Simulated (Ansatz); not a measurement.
BN under a change: biaxial strain −2.50 %, plane normal [111], relaxed out of plane

Start from BN in the zinc blende structure (space group F-43m, No. 216; a = 3.581 Å). Axes: x, y, z lie along the cube axes.

Now apply this change: biaxial strain −2.50 %, plane normal [111], relaxed out of plane (Cartesian); in-plane vectors clamped, the third vector and the atoms free.

The values are results of Kohn–Sham DFT with the LDA functional, run in Ansatz (a program for electronic structure) with PAW and 420 eV plane waves, without spin-orbit coupling, not measurements. Settings: 16×16×16 k-points, 0.05 eV Fermi–Dirac smearing.

| quantity | base | changed | shift |
|---|---|---|---|
| volume per atom | 5.74 Å³ | 5.48 Å³ | -0.26 Å³ |
| space group | F-43m (No. 216) | R3m (No. 160) | – |
| energy relative to the base (free energy F) | 0 meV/atom | +26 meV/atom | +26 meV/atom |
| pressure (mean of the normal stresses, compression positive) | -0.01 GPa | 20.67 GPa | +20.68 GPa |
| band gap | 4.39 eV | 4.34 eV | -0.05 eV |
| gap character | – | indirect, Γ → F | – |
| smallest direct gap | 8.83 eV | 8.30 eV | -0.525 eV |
| valence-band top at Γ (three highest levels, from the VBM) | 0.00, 0.00, 0.00 eV | 0.00, 0.00, -0.25 eV | – |
| out-of-plane strain | – | +0.42 % | – |
| ratio −ε⊥/ε∥ | – | 0.17 | – |
| mean in-plane stress (compression positive) | – | +31.0 GPa | – |

Stability against distortions was not tested. Labels are those of the standard path for the cell's own space group.
